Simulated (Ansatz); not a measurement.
Base system: Pb in the bcc (W type) structure (space group Im-3m, No. 229; a = 3.962 Å; a cell from a computed database, its experimental status unchecked). Axes: x, y, z lie along the cube axes.

The values are results of Ansatz (a quantum-chemistry and plane-wave program), r2SCAN, PAW, cutoff 500 eV, no spin-orbit coupling, not measurements.

Before the change:

* **Shortest interatomic distance**: 3.431 Å
* **Band gap**: zero

One thing is altered: a free-standing slab of 2 layers (2 atoms, 1 a layer) is cut normal to [110], with 15 Å of vacuum and the in-plane cell held at bulk.

Task: Estimate the effect on the shortest interatomic distance, band gap and excess energy per area of both faces.

Result: The shortest interatomic distance falls by 0.220 Å to 3.211 Å; the band gap remains zero; the excess energy per area of both faces (slab less bulk energy over the cell's area: twice a surface energy) is 0.46 J/m².

The excess energy carries the mismatch between the slab's and the bulk's meshes. Stability against distortions was not tested. This is not the structure that Pb has at room temperature and ambient pressure.
